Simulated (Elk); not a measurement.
Elk 10.2.4, DFT, PBE, all-electron FP-LAPW, Elk's shipped species files: fcc Cu, atoms displaced, 4 atoms. Basis and mesh were picked for this test and aren't claimed converged.

```text
tasks
  0

xctype
  20

swidth
  0.004

ngridk
  6 6 6

maxscl
  100

avec
     6.8313599405    0.0000000000    0.0000000000
     0.0000000000    6.8313599405    0.0000000000
     0.0000000000    0.0000000000    6.8313599405

atoms
  1
  'Cu.in'
  4
  0.0047510000 0.9994140000 0.0013070000    0.0 0.0 0
  0.9969670000 0.5008220000 0.5101350000    0.0 0.0 0
  0.5106360000 0.0063280000 0.5027500000    0.0 0.0 0
  0.4998450000 0.5007100000 0.0011000000    0.0 0.0 0
```

The program reports k-points after symmetry: 216, largest matrix size: 220, valence states: 50.

Machine: one whole node, AMD EPYC (Zen 5), 96 cores on 1 socket, no SMT, 12 L3 cache groups; 94 cores' worth of CPU time may be used.

Times are wall-clock medians of two to five runs, from launch to exit, with nothing else on the machine. Unless noted, each process is bound to its own block of adjacent cores. Build: conda-forge: no MPI, OpenMP (GNU), OpenBLAS with its own threads, FFTW. Other compilers and libraries give other times. Scratch files lie in a memory file system.

Started as
```bash
OMP_NUM_THREADS=32 OPENBLAS_NUM_THREADS=1 elk
```
(32 threads, 1 BLAS thread, mixtype = 3 (default), beta0 = not set) it takes 11 s and 20 self-consistent loops.

How long does it take after this change: mixtype = 0, beta0 = 0.2?

About 31 s (2 runs within 1 %): 2.9× as long. The count of self-consistent loops goes from 20 to 58. Change in the result: energy 0.34 meV/atom.
